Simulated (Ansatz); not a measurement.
The starting structures come from a database of crystals and need not be the phases stable at ambient conditions.

Inside the gap of an insulator the Bloch states are evanescent, with a wavenumber k + iκ along the transport direction.

Input:

```
Sr2WZnO6
1.0
    5.73651     0.00000     0.00000
   -0.01327     8.04336     0.00000
    0.00000     0.00000     5.67528
Sr Zn W O
4 2 2 12
Cartesian
  0.00950   6.03228   5.60207
  5.71375   2.01108   0.07321
  2.83886   6.03277   2.76443
  2.88439   2.01060   2.91085
  2.86162   4.02168   0.00000
  0.00000   0.00000   2.83764
 -0.00663   4.02168   2.83764
  2.86825   0.00000   0.00000
  1.25386   4.26081   1.36485
  4.46939   3.78255   4.31043
  1.59450   7.80424   4.20249
  4.12875   0.23913   1.47279
  1.47316   4.26266   4.08961
  4.25008   3.78070   1.58567
  1.37520   7.80239   1.25197
  4.34805   0.24098   4.42331
  5.39852   5.94421   2.86761
  0.32472   2.09916   2.80767
  3.18635   6.12084   0.02997
  2.53690   1.92253   5.64531
```

The cell is taken as given; by r2SCAN it stands under a pressure of -8.2 GPa.

Transport runs along the normal of the first two printed cell vectors.

The gap is the functional's own. No spin-orbit coupling. Mid-gap values are those at the computed energy nearest the middle.

State the band gap and the smallest decay constant κ at mid-gap according to Ansatz (an electronic-structure program) with r2SCAN.

Gap 3.30 eV on a 6×4×6 mesh; κ = 0.319 1/Å, at (0.500, 0.500) of the in-plane reciprocal vectors. At the zone centre the slowest state has κ = 0.35 1/Å.
